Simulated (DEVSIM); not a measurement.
# Si n-i-p diode

Structure: Si n-i-p diode, at 300 K.

```
layer (left to right)  material  thickness (μm)  Nd (cm⁻³)  Na (cm⁻³)  τn (s)  τp (s)
---------------------  --------  --------------  ---------  ---------  ------  ------
1                            Si           0.760     1.6e17          -  7.3e-5  7.3e-5
2                            Si           0.550          -     1.2e12  7.3e-5  7.3e-5
3                            Si            1.20          -     3.1e17  7.3e-5  7.3e-5
```

Left contact: ohmic. Right contact: ohmic. Voltage is applied to the left contact. Recombination: SRH at mid-gap, radiative, Auger. Mobility is constant in doping.

The device is made up for the run: typed textbook-type constants, with dimensions and the other settings drawn at random. Values at 300 K.

```tsv
parameter	Si
gap (eV)	1.124
affinity (eV)	4.05
permittivity	11.7
Nc (cm⁻³)	2.86e19
Nv (cm⁻³)	3.1e19
μn (cm²/Vs)	1417
μp (cm²/Vs)	470
B (cm³/s)	4.7e-15
Cn (cm⁶/s)	2.8e-31
Cp (cm⁶/s)	9.9e-32
```

Simulated with DEVSIM: 1D drift-diffusion, Boltzmann statistics, complete ionisation; no tunnelling, impact ionisation, image-force lowering or self-heating.

The potential step across the device at zero bias is 0.871 V. The dark forward voltage at 1 A/cm² is 0.621 V and the dark forward voltage at 100 A/cm² is 0.742 V.

Small-signal capacitance in reverse bias (quasi-static):

```csv
V (V),C (nF/cm²)
0.2,19.4
0.5,18.9
1,18.4
1.5,18.1
2,17.9
3,17.5
4,17.2
5,16.9
6.5,16.5
8,16.2
10,15.7
```

Dark reverse current:

| V (V) | J (A/cm²) |
|---|---|
| 0.20 | 1.9e-10 |
| 0.50 | 3.1e-10 |
| 1.00 | 4.2e-10 |
| 1.50 | 4.8e-10 |
| 2.00 | 5.2e-10 |
| 3.00 | 5.7e-10 |
| 4.00 | 6.1e-10 |
| 5.00 | 6.3e-10 |
| 6.50 | 6.6e-10 |
| 8.00 | 6.8e-10 |
| 10.00 | 7.1e-10 |
